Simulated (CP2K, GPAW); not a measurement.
A CP2K input for a self-consistent single point of SiSnPt₅ (P4/mmm, 7 atoms in the cell) (DFT LDA (Pade form), GPW, DZVP-MOLOPT-SR-GTH basis, GTH-PADE potentials (GTH_POTENTIALS)):

```
&GLOBAL
  PROJECT calc
  RUN_TYPE ENERGY_FORCE
  PRINT_LEVEL LOW
&END GLOBAL
&FORCE_EVAL
  METHOD Quickstep
  STRESS_TENSOR ANALYTICAL
  &DFT
    BASIS_SET_FILE_NAME BASIS_MOLOPT
    POTENTIAL_FILE_NAME GTH_POTENTIALS
    &QS
      METHOD GPW
      EPS_DEFAULT 1E-11
    &END QS
    &MGRID
      CUTOFF 500
      REL_CUTOFF 50
      NGRIDS 5
    &END MGRID
    &SCF
      SCF_GUESS ATOMIC
      EPS_SCF 1E-6
      MAX_SCF 100
      ADDED_MOS 16
      &DIAGONALIZATION
        ALGORITHM STANDARD
      &END DIAGONALIZATION
      &MIXING
        METHOD BROYDEN_MIXING
        ALPHA 0.2
        NBUFFER 12
        BETA 1.5
      &END MIXING
      &SMEAR ON
        METHOD FERMI_DIRAC
        ELECTRONIC_TEMPERATURE [K] 580.23
      &END SMEAR
    &END SCF
    &KPOINTS
      SCHEME MONKHORST-PACK 5 5 3
    &END KPOINTS
    &XC
      &XC_FUNCTIONAL PADE
      &END XC_FUNCTIONAL
    &END XC
    &PRINT
      &MO
        EIGENVALUES T
        OCCUPATION_NUMBERS T
        NDIGITS 8
        FILENAME mo
        &EACH
          QS_SCF 0
        &END EACH
        ADD_LAST NUMERIC
      &END MO
      &MULLIKEN OFF
      &END MULLIKEN
    &END PRINT
  &END DFT
  &SUBSYS
    &CELL
      ABC 4.04671800 4.04671800 7.15583000
      ALPHA_BETA_GAMMA 90.00000000 90.00000000 90.00000000
      PERIODIC XYZ
    &END CELL
    &COORD
      SCALED
      Si       0.00000000     0.00000000     0.50000000
      Sn       0.50000000     0.50000000     0.00000000
      Pt       0.00000000     0.50000000     0.29555000
      Pt       0.00000000     0.50000000     0.70445000
      Pt       0.50000000     0.00000000     0.29555000
      Pt       0.50000000     0.00000000     0.70445000
      Pt       0.00000000     0.00000000     0.00000000
    &END COORD
    &KIND Si
      BASIS_SET DZVP-MOLOPT-SR-GTH
      POTENTIAL GTH-PADE-q4
    &END KIND
    &KIND Sn
      BASIS_SET DZVP-MOLOPT-SR-GTH
      POTENTIAL GTH-PADE-q4
    &END KIND
    &KIND Pt
      BASIS_SET DZVP-MOLOPT-SR-GTH
      POTENTIAL GTH-PADE-q18
    &END KIND
  &END SUBSYS
  &PRINT
    &FORCES ON
    &END FORCES
    &STRESS_TENSOR ON
    &END STRESS_TENSOR
  &END PRINT
&END FORCE_EVAL
```

Question: Give the GPAW input for the same structure, mesh, smearing and functional.

Answer: This is the input that was run; spellings and numerical settings could be chosen otherwise.

```python
from ase import Atoms
from ase.units import GPa
from gpaw import GPAW

atoms = Atoms(['Si', 'Sn', 'Pt', 'Pt', 'Pt', 'Pt', 'Pt'],
              cell=[[4.046718, 0.000000, 0.000000],
                    [0.000000, 4.046718, 0.000000],
                    [0.000000, 0.000000, 7.155830]],
              scaled_positions=[[0.000000, 0.000000, 0.500000],
                                [0.500000, 0.500000, 0.000000],
                                [0.000000, 0.500000, 0.295550],
                                [0.000000, 0.500000, 0.704450],
                                [0.500000, 0.000000, 0.295550],
                                [0.500000, 0.000000, 0.704450],
                                [0.000000, 0.000000, 0.000000]],
              pbc=True)

calc = GPAW(mode={'name': 'pw', 'ecut': 600},
            xc='LDA',
            kpts=(5, 5, 3),
            occupations={'name': 'fermi-dirac', 'width': 0.05},
            nbands=-15,
            convergence={'density': 1e-05, 'energy': 1e-05},
            symmetry={'symmorphic': False, 'tolerance': 0.0005},
            maxiter=120)

atoms.calc = calc

energy = atoms.get_potential_energy()
print('Energy (eV):', round(energy, 6))
forces = atoms.get_forces()
print('Forces (eV/Ang):')
print(forces.round(5))
stress = atoms.get_stress()
print('Stress (GPa, Voigt):', (stress / GPa).round(4))
```

Basis settings and potentials, where a program has them, do not carry over. This input uses DFT LDA (Perdew-Wang 92), plane waves, GPAW PAW datasets LDA (gpaw-data 1.0.1). LDA parametrisations can differ slightly between programs.

The starting cell comes from a database of computed structures (which also holds hypothetical and non-ambient phases and stackings), without a prior relaxation at this level. Its lattice was rescaled by a random factor within 2.5 % of one.
